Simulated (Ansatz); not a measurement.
**Cu: response to strain**

Consider Cu in the fcc (Cu type) structure (space group Fm-3m, No. 225; a = 3.5768 Å; relaxed with 0.1 eV smearing). Axes: x, y, z lie along the cube axes.

Strains are applied to the cell and any free atomic positions relax; under biaxial strain the out-of-plane vector relaxes too.

All numbers come from Ansatz (an electronic-structure program) r2SCAN, scalar-relativistic without spin-orbit coupling.

```json
[
 {"biaxial strain, plane normal [001], relaxed out of plane (%)": "0", "out-of-plane strain (%)": "0.00"},
 {"biaxial strain, plane normal [001], relaxed out of plane (%)": "0.5", "out-of-plane strain (%)": "?"},
 {"biaxial strain, plane normal [001], relaxed out of plane (%)": "1", "out-of-plane strain (%)": "-1.44"},
 {"biaxial strain, plane normal [001], relaxed out of plane (%)": "1.5", "out-of-plane strain (%)": "-2.19"},
 {"biaxial strain, plane normal [001], relaxed out of plane (%)": "2", "out-of-plane strain (%)": "-2.94"},
 {"biaxial strain, plane normal [001], relaxed out of plane (%)": "2.5", "out-of-plane strain (%)": "-3.71"},
 {"biaxial strain, plane normal [001], relaxed out of plane (%)": "3", "out-of-plane strain (%)": "-4.50"}
]
```

Q: Fit ε⊥ = −νε + γε² (strains in %) to the rows shown and predict the withheld row.

A: Least squares on the printed values gives ν = 1.41 (the biaxial Poisson response) and γ = -0.029 (largest residual 0.01 %); this predicts -0.71 %, and the run gives -0.72 %, in agreement.

Stability against distortions was not tested. The final runs are not spin-polarised.
